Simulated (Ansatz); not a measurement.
Input:

End structure of a constructed model of the (100) surface of fcc Rh, a layer of Ir in place of the second plane (bottom of the slab: a bare face, its two planes held):

```
CELL_PARAMETERS angstrom
      2.70822     0.00000     0.00000
      0.00000     2.70822     0.00000
      0.00000     0.00000    26.00000
ATOMIC_POSITIONS crystal
  Rh 0.50000 0.50000 0.31610
  Rh 0.00000 0.00000 0.38975
  Rh 0.50000 0.50000 0.46272
  Rh 0.00000 0.00000 0.53791
  Ir 0.50000 0.50000 0.61176
  Rh 0.00000 0.00000 0.68222
```

Set-up: 6 atoms, 9.6 Å thick at the start (thin: gaps and levels are the slab's own); mesh 14x14x1; 0.1 eV smearing; dipole correction on; 2 atoms held, the rest relaxed; held to the start's symmetry, so lower structures may exist; no spin, no spin-orbit, no U. It is one candidate, not shown to be the stable structure of the face.

Give the work function of the top face at the level PBE (Ansatz, a program for electronic structure).

5.01 eV
